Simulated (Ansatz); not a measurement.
By LDA, the system below comes out a metal.

A figure of merit of an interconnect metal is its ballistic conductance per area.

Here is the system:

```xyz
2
Lattice="3.1903 0.0000 0.0000 0.0000 4.5117 0.0000 1.5951 2.2559 1.5951" Properties=species:S:1:pos:R:3 pbc="T T T"
Hf     0.0000     0.0000     0.0000
N      0.0000     2.2559     0.0000
```

The cell is taken as given; by LDA it stands under a pressure of -8.3 GPa.

The current flows along the normal of the first two printed cell vectors, the (110) plane of the conventional cell. No spin-orbit coupling; the value is a mean over 0.1 eV about the Fermi level.

Task: Estimate the ballistic conductance per area that LDA (Ansatz, a quantum-chemistry and plane-wave program) returns for this system.

Result: 1.2 × 10¹⁵ S/m² for both spins.
